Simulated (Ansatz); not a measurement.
Abridged Ansatz (an electronic-structure program) output:

```
Pseudopotential: Ge, paw, valence charge 14
Crystal: 2 atoms, lattice volume = 47.818 Å³
Basis set: ecut = 420 eV, 941 PW (Γ), exchange–correlation on 60×60×60 points (8 copies of the dense FFT grid, shifted against one another)
Bands: 18, of which v1, the nominal top of the filled ones, is band 14 counted from 1 (13 counted from 0)
Symmetry: 48 space group operations
k-points: 104 of 2744
Functional: x = pbe(κ = 0.804, μ = 0.2195149727645171), c = pbe(β = 0.06672455060314922)
SCF iter   1: F=—  HF=-8589.968433 eV  |F-HF|=—  |Δ(HF+E_count)|=         —  Δρ=1.59e-3  dr2=1.55e-3  ethr=1.77e-3  ⟨swp⟩=6.0  Hψ=8969  notcnv=0
SCF iter   2: F=—  HF=-8589.967988 eV  |F-HF|=—  |Δ(HF+E_count)|=   4.45e-4  Δρ=1.22e-3  dr2=9.39e-4  ethr=5.53e-6  ⟨swp⟩=2.0  Hψ=3788  notcnv=0
SCF 1 converged in 9 iterations: F = -8589.968144 eV  dr2 = 2.96e-12
SCF converged after 9 iterations
Free energy (F): -8589.968144 eV
Internal energy: -8589.967443 eV  (E = F + TS)
E sigma→0 (E₀):  -8589.967793 eV
Entropy (-TS):   -0.000701 eV (-0.350 meV/atom)
Fermi energy:    7.866595 eV
--- Forces (eV/Å), atoms counted from 1 ---
  atom   1  Ge     0.00000000     0.00000000     0.00000000
  atom   2  Ge     0.00000000     0.00000000     0.00000000
--- Stress (GPa, compression-positive) ---
       -0.005718      -0.000000      -0.000000
       -0.000000      -0.005718       0.000000
       -0.000000       0.000000      -0.005718
  P = ⅓ Tr σ = -0.0057 GPa (-0.057 kbar)
```

What was computed, and what are the main results?

Ge, 2 atoms in the cell, with plane-wave PAW DFT at the PBE level (Ansatz, 420 eV), no spin-orbit coupling. The last SCF converged to F = -8589.968144 eV, or -4294.9841 eV per atom, at a pressure of -0.01 GPa. The total energy compares only with runs of the same code, potentials and settings.

Stability against distortions was not tested. The cell was made from Si by this change: Si → Ge.
